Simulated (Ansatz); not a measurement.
Take SnO (space group P4/nmm, No. 129; a = 3.837 Å, c = 4.759 Å; layered, stacked along the Cartesian z axis) as the base. Axes: x, y, z lie along a, b, c of the conventional cell.

Computed with PBE-D3(BJ) in Ansatz (plane waves to 420 eV, PAW, without spin-orbit coupling).

For the base:

- Pressure: 0.0 GPa
- Volume per atom: 17.52 Å³

Perturbation: biaxial strain −2.40 %, plane normal [001], relaxed out of plane (Cartesian); in-plane vectors clamped, the third vector and the atoms free.

Q: What does the calculation give for the pressure after the change?

A: The pressure (mean of the normal stresses, compression positive) goes from zero to 2.9 GPa.

Q: Estimate the effect on the volume per atom.

A: The volume per atom shrinks by 0.61 Å³ (17.52 Å³ → 16.91 Å³).

No phonon test of stability was made. All final runs are without spin polarisation.

Ansatz is a program for electronic structure.
